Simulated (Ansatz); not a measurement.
Take KTaO3 in the cubic perovskite structure (space group Pm-3m, No. 221; a = 3.989 Å) as the base.

Computed with Ansatz (a quantum-chemistry and plane-wave program), r2SCAN, PAW, cutoff 500 eV, spin-orbit coupling left out, earlier PAW set.

Carriers are added at fixed cell with a uniform background; the Fermi–Dirac width is that of 300 K.

One change was made to it. Results:

The gap between the host's bands rises by 0.53 eV to 3.17 eV; the Fermi level relative to the doped band's edge (positive inside the band; to 0.05 eV) amounts to +0.90 eV; the gap character stays indirect, R → Γ.

**Question.** Which of these changes matches the shifts?
(A) holes 1.0×10^22 cm⁻³
(B) electrons 1.0×10^22 cm⁻³
(C) holes 5.0×10^21 cm⁻³

**Answer.** B, electrons 1.0×10^22 cm⁻³. For comparison, the Fermi level from band edge in the other runs: holes 1.0×10^22 cm⁻³ gives +0.25 eV; holes 5.0×10^21 cm⁻³ gives +0.15 eV.

Charged cell with a jellium background: band edges are those of the host's band count, energies are not comparable with the neutral cell, and many-body gap narrowing is missing. Spin-orbit coupling, missing from the scalar runs, can matter with Ta. No phonon test of stability was made.
